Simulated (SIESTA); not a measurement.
SIESTA run on InO (P6_3mc, 4 atoms in the cell): self-consistent single point.

Method: LDA PW92, numerical atomic orbitals TZP, PseudoDojo LDA standard norm-conserving potentials (rewritten from UPF to PSML) (SIESTA).

The change in words: lattice scaled by 0.98. Reference geometry:
```
InO
1.0
    3.68983     0.00000     0.00000
   -1.84492     3.19549     0.00000
    0.00000     0.00000     6.08607
In O
2 2
Direct
  0.33333   0.66667   0.00075
  0.66667   0.33333   0.50075
  0.33333   0.66667   0.37426
  0.66667   0.33333   0.87426
```

Reference input (self-consistent single point, DFT, LDA PW92, numerical atomic orbitals TZP, PseudoDojo LDA standard norm-conserving potentials (rewritten from UPF to PSML)): XC.functional = LDA; XC.authors = PW92; potentials = PseudoDojo LDA standard; PAO.BasisSize = TZP; PAO.EnergyShift = 0.01 Ry; MeshCutoff = 300 Ry; kgrid.MonkhorstPack = 10 10 6; OccupationFunction = FD; ElectronicTemperature = 1160.45 K; MaxSCFIterations = 150; SCF.Mixer.Method = Broyden; SCF.Mixer.Weight = 0.1. This run's input differs from it in these lines:

```diff
@@ -12,5 +12,5 @@
 %block LatticeVectors
-     6.972768146    0.000000000    0.000000000
-    -3.486384073    6.038595265    0.000000000
-     0.000000000    0.000000000   11.501005475
+     6.833312028    0.000000000    0.000000000
+    -3.416656959    5.917822868    0.000000000
+     0.000000000    0.000000000   11.270986122
 %endblock LatticeVectors
@@ -18,6 +18,6 @@
 %block AtomicCoordinatesAndAtomicSpecies
-    -0.000001845    2.130325732    0.004564553  1
-     1.844916845    1.065161268    3.047599553  1
-    -0.000001845    2.130325732    2.277772558  2
-     1.844916845    1.065161268    5.320807558  2
+    -0.000002141    2.087719044    0.004473262  1
+     1.808018141    1.043857956    2.986647762  1
+    -0.000002141    2.087719044    2.232217257  2
+     1.808018141    1.043857956    5.214391757  2
 %endblock AtomicCoordinatesAndAtomicSpecies
```

Output (repeated stretches shortened):

```
        iscf     Eharris(eV)        E_KS(eV)     FreeEng(eV)     dDmax    Ef(eV) dHmax(eV)
   scf:    1    -4490.367991    -4497.450684    -4497.496019  1.469774 -3.589890  8.203834
   scf:    2    -4501.705170    -4499.741577    -4499.788635  0.037750 -3.438799  5.270583
   scf:    3    -4502.112222    -4501.601176    -4501.649303  0.078167 -3.137643  1.588135
   scf:    4    -4501.221730    -4501.519421    -4501.567987  0.055651 -3.410203  1.891265
   scf:    5    -4501.801627    -4501.714470    -4501.763123  0.026217 -3.321742  0.264405
   [... 5 lines left out ...]
   scf:   11    -4501.718436    -4501.718437    -4501.767074  0.000017 -3.304661  0.000376
   scf:   12    -4501.718436    -4501.718436    -4501.767074  0.000013 -3.304664  0.000284
   scf:   13    -4501.718436    -4501.718436    -4501.767074  0.000013 -3.304672  0.000217
   scf:   14    -4501.718436    -4501.718436    -4501.767074  0.000008 -3.304675  0.000164
SCF Convergence by DM+H criterion
max |DM_out - DM_in|         :     0.0000075750
max |H_out - H_in|      (eV) :     0.0001643589
SCF cycle converged after 14 iterations

Using DM_out to compute the final energy and forces

siesta: E_KS(eV) =            -4501.7184

siesta: E_KS - E_eggbox =     -4501.7184

siesta: Atomic forces (eV/Ang):
     1    0.000022   -0.000012   -0.006489
     2   -0.000022    0.000012   -0.006489
     3    0.000019   -0.000010    0.006853
     4   -0.000019    0.000010    0.006853
   Tot    0.000000   -0.000000    0.000728
   Max    0.006853
   Res    0.003853    sqrt( Sum f_i^2 / 3N )
   Max    0.006853    constrained

Stress tensor Voigt[x,y,z,yz,xz,xy] (kbar):       16.32       16.32       18.27       -0.00        0.00       -0.00
(Free)E + p*V (eV/cell)    -4502.4823
   [... lines left out ...]
siesta: FreeEng =     -4501.767074
   [... lines left out ...]
siesta:     0.010184   -0.000000    0.000000
siesta:    -0.000000    0.010184   -0.000000
siesta:     0.000000   -0.000000    0.011400

siesta: Cell volume =         67.539607 Ang**3

siesta: Pressure (static):
siesta:                Solid            Molecule  Units
siesta:          -0.00011533         -0.00011693  Ry/Bohr**3
siesta:          -0.01058948         -0.01073569  eV/Ang**3
siesta:         -16.96622501        -17.20046834  kBar
```

The run converged in 14 iterations. Against the reference run the free energy goes down by 29.8 meV/atom, the pressure goes from -6.98 to -1.70 GPa and the largest force goes from 0.033 to 0.007 eV/Å.

The starting cell comes from a database of computed structures (which also holds hypothetical and non-ambient phases and stackings), without a prior relaxation at this level. For this run, on top of that: lattice scaled by 0.98. Values carry the incompleteness of an atom-centred basis. The run gives no clean gap (levels at the Fermi energy touch, overlap or are partly filled at this smearing), which alone does not show that the compound is a metal.

Cost on one core of a shared machine: roughly 50 s.
